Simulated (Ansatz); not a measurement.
Density of states of MoRu (P-6m2) near the Fermi level, PBEsol, rigid bands run with Ansatz (an electronic-structure program).

(E − E_F (eV), states/eV/cell): (-1.95, 2.85); (-1.85, 2.83); (-1.75, 2.20); (-1.65, 1.86); (-1.55, 1.96); (-1.45, 2.35); (-1.35, 3.73); (-1.25, 4.14); (-1.15, 3.48); (-1.05, 2.62); (-0.95, 2.59); (-0.85, 2.73); (-0.75, 3.33); (-0.65, 3.00); (-0.55, 2.99); (-0.45, 2.95); (-0.35, 2.21); (-0.25, 1.85); (-0.15, 1.91); (-0.05, 1.87); (0.05, 1.62); (0.15, 1.62); (0.25, 1.62); (0.35, 1.56); (0.45, 1.61); (0.55, 1.69); (0.65, 1.61); (0.75, 1.59); (0.85, 1.59); (0.95, 1.59); (1.05, 1.59); (1.15, 1.53); (1.25, 1.54); (1.35, 1.60); (1.45, 1.52); (1.55, 1.48); (1.65, 1.46); (1.75, 1.50); (1.85, 1.66)

### Question
With 2 atoms a cell, what bare Sommerfeld coefficient γ = (π²/3) k_B² N(E_F) follows?

### Answer
N(E_F) ≈ 1.73 states/eV a cell at 300 K, so γ ≈ 2.0 mJ/(mol of atoms·K²), before many-body enhancement (phonons, spin fluctuations, correlation).

### Question
How far does the Fermi level move in a rigid band for 0.1 electron a cell added or removed?

### Answer
60 meV and -55 meV.

A metal at this level (no band gap); rigid bands, thermally averaged at 300 K, both spins. Spin-orbit coupling is left out. Geometry: cell and atoms relaxed with PBEsol.

Computed structure with no diffraction record at hand here (it may be known, metastable or hypothetical): MoRu (P-6m2).
